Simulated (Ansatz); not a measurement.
# Pressure series in hypothetical I4_132 P

The parent structure is P (space group I4_132, No. 214; a = 6.0294 Å; a hypothetical phase, not in the database extracts checked).

Cell and atoms are relaxed at each pressure.

Computed with plane-wave PAW DFT at the PBEsol level (Ansatz, a quantum-chemistry and plane-wave program, 420 eV), scalar-relativistic without spin-orbit coupling.

| pressure (GPa) | volume per atom (Å³/atom) |
|---|---|
| -2 | 29.059 |
| -1 | 28.116 |
| 0 | 27.398 |
| 0.3 | 27.203 |
| 0.7 | ? |
| 1.5 | 26.540 |
| 3 | 25.873 |
| 7.5 | 24.368 |
| 10 | 23.746 |

Q: Fit the third-order Birch–Murnaghan form P(V) = (3B₀/2)[(V₀/V)^(7/3) − (V₀/V)^(5/3)]·[1 + (3/4)(B₀′ − 4)((V₀/V)^(2/3) − 1)] (squares taken in P) to the rows shown and predict the withheld row.

A: Least squares on the printed values gives V₀ = 27.399 Å³/atom, B₀ = 42.3 GPa, B₀′ = 7.2; this predicts 26.974 Å³/atom, and the run gives 26.968 Å³/atom, 0.006 lower.

Load acts through the strain it causes; cell and atoms are relaxed under it. Stability against distortions was not tested. Competing high-pressure phases were not computed.
